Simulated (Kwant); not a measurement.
Model system: quantum point contact (saddle potential) in a CdTe two-dimensional gas. Effective mass 0.096 mₑ, grid spacing 8.3 nm, hard walls, nominal width 200 nm (25 grid rows, so walls 215.8 nm apart), one parabolic valley, scattering region 600 nm long along x; energies count from the band bottom; Fermi energy 0.00329 eV. Potential (V0 + ½k y²) cos²(πx/L) for |x| < L/2, with V0 swept from 0.0034545 to 0 eV, k = 1e-06 eV/nm², L = 410 nm.

Constants are typed, rounded textbook-type inputs, not results; the design itself was drawn at random and stands for no fabricated device.

Kwant, effective-mass tight-binding model on a square grid, one spin, coherent transport at 0 K. Conductance is in e²/h.

Compare with the saddle-point formula G = Σ 1/(1 + exp(−2π(E − V0 − ħωy(n + ½))/ħωx)), taking ħωy = ħ√(k/m) and ħωx from the curvature along x of V0 plus half of the mode's confinement energy.

ħωy = 0.891 meV; at V0 = 2.80 meV the lowest mode has ħωx = 0.531 meV.

```
V0 (meV)  formula  simulation
--------  -------  ----------
3.25        0.011       0.011
2.80         0.62        0.63
2.35         1.01        1.01
1.90         1.66        1.69
1.45         2.01        2.01
1.00         2.70        2.78
```

The formula takes a parabolic saddle in the continuum; the run has the full potential on a grid.
